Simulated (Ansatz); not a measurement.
Given:

End structure of a constructed model of the (0001) surface of hcp Zr, a pseudomorphic layer of Y in the host's stacking (bottom of the slab: a bare face, its two planes held):

```xyz
7
Lattice="3.2325 0.0000 0.0000 -1.6162 2.7994 0.0000 0.0000 0.0000 32.5000" Properties=species:S:1:pos:R:3 pbc="T T T"
Zr     1.6162     0.9331     8.1496
Zr     0.0000     1.8663    10.7346
Zr     1.6162     0.9331    13.3444
Zr     0.0000     1.8663    15.9472
Zr     1.6162     0.9331    18.5146
Zr     0.0000     1.8663    21.1152
Y      1.6162     0.9331    23.8138
```

Set-up: 7 atoms, 15.7 Å thick at the start; mesh 13x13x1; 0.1 eV smearing; dipole correction on; single point; on the structure that PBE left under its start's symmetry; no spin, no spin-orbit, no U. It is one candidate, not shown to be the stable structure of the face.

### Question
Give the work function of the top face at the level r2SCAN, at the PBE geometry (Ansatz, a program for electronic structure).

### Answer
3.83 eV
